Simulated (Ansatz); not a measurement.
# Element substitutions in hypothetical zinc blende AgF

Take AgF in the zinc blende structure (space group F-43m, No. 216; a = 5.466 Å; a hypothetical phase, not in the database extracts checked) as the base.

Each row replaces one element on all its sites; cell and atoms are relaxed.

All numbers come from PBE (Ansatz, a program for electronic structure; PAW; 420 eV plane waves; without spin-orbit coupling).

| change | shortest interatomic distance | density |
|---|---|---|
| base | 2.367 Å | 5.16 g/cm³ |
| Ag → Pd | 2.286 Å | 5.66 g/cm³ |
| Ag → Cd | 2.386 Å | 5.22 g/cm³ |
| Ag → Cr | 2.234 Å | 3.43 g/cm³ |

Stability against distortions was not tested. As relaxed here, PdF, CdF and CrF are hypothetical phases, not in the database extracts checked. No Hubbard U is applied and the magnetic state is the run's own (CrF ferromagnetic); other magnetic orders, which need larger cells, were not tried and can change the gap. Spin-polarised in the final run: PdF and CrF; the other runs are not. An odd electron count without spin: CdF.
